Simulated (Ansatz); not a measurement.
```yaml
crystal:
  lattice:
    - [14.50000, 0.00000, 0.00000]
    - [0.00000, 14.50000, 0.00000]
    - [0.00000, 0.00000, 6.41712]
  atoms:
    - { symbol: K, position: [0.39230, 0.39230, 0.00000] }
    - { symbol: Br, position: [0.38383, 0.38383, 0.50000] }
    - { symbol: Br, position: [0.38383, 0.61617, 0.00000] }
    - { symbol: K, position: [0.39230, 0.60770, 0.50000] }
    - { symbol: Br, position: [0.61617, 0.38383, 0.00000] }
    - { symbol: K, position: [0.60770, 0.39230, 0.50000] }
    - { symbol: K, position: [0.60770, 0.60770, 0.00000] }
    - { symbol: Br, position: [0.61617, 0.61617, 0.50000] }
```

Levels: PBE (plane waves to 420 eV, PAW; Ansatz, a program for electronic structure); Ansatz with PBE with spin-orbit coupling; r2SCAN (plane waves to 500 eV, PAW; Ansatz); HSE06 in Ansatz. Unmarked values and the geometry are of the first. Mesh 1×1×48. No spin polarisation. It repeats along c; a and b span vacuum. A hypothetical model. It keeps the symmetry and period of its start, so it need not be a minimum against all distortions. Values not marked SOC lack spin–orbit coupling. HSE06 ran on a 1×1×3 mesh and at PBE's edge points. Buckling under compression is shut out by symmetry and the short period.

### Question
Give the properties of this body.

### Answer
| Quantity | Value |
|---|---|
| largest distance between nuclei across the axis | 4.76 Å |
| PBE gap | 4.53 eV, direct at Γ |
| electron mass along the axis (PBE) | 0.59 mₑ |
| hole mass along the axis (PBE) | 3.4 mₑ |
| valence and conduction edges under the vacuum level (PBE) | 5.99 and 1.47 eV |
| PBE+SOC gap at this geometry | 4.42 eV |
| r2SCAN gap at this geometry | 5.35 eV |
| HSE06 gap at this geometry | 5.59 eV |
| axial stiffness dF/dε | 23 nN |
